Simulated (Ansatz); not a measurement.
Consider LiNbO$_{3}$ (space group R3c, No. 161).

```xyz
10
Lattice="2.5337 1.4629 4.5624 -2.5337 1.4629 4.5624 0.0000 -2.9257 4.5624" Properties=species:S:1:pos:R:3 pbc="T T T"
Li     0.0000     0.0000     3.8481
Li     0.0000     0.0000    10.6917
Nb     0.0000     0.0000    13.6533
Nb     0.0000     0.0000     6.8097
O     -0.6593    -1.4089     5.4222
O      1.5498     0.1335     5.4222
O     -0.8905     1.2754     5.4222
O     -1.6432    -0.1874     7.7034
O      0.6593     1.5168     7.7034
O      0.9839    -1.3293     7.7034
```

Cartesian axes are those of the cell as printed.

Computed with LDA in Ansatz (plane waves to 420 eV, PAW, no spin-orbit coupling).

The change: the cell is compressed by 3.00 % along x with no lateral relaxation, atoms relaxed at fixed cell.

Q: What does the calculation give for the stress after the change?

A: The stress (xx, yy, zz, yz, xz, xy; compression positive) comes out as (6.98, 2.33, 2.68, 0.10, 0.00, 0.00) GPa.

Q: Predict the new largest internal atomic displacement.

A: The largest internal atomic displacement comes out as 0.041 Å.

Q: Estimate the effect on the energy relative to the base.

A: The energy rises by 6.5 meV/atom.

The cells carry an imposed strain or load. No phonon test of stability was made.

Ansatz is a quantum-chemistry and plane-wave program.
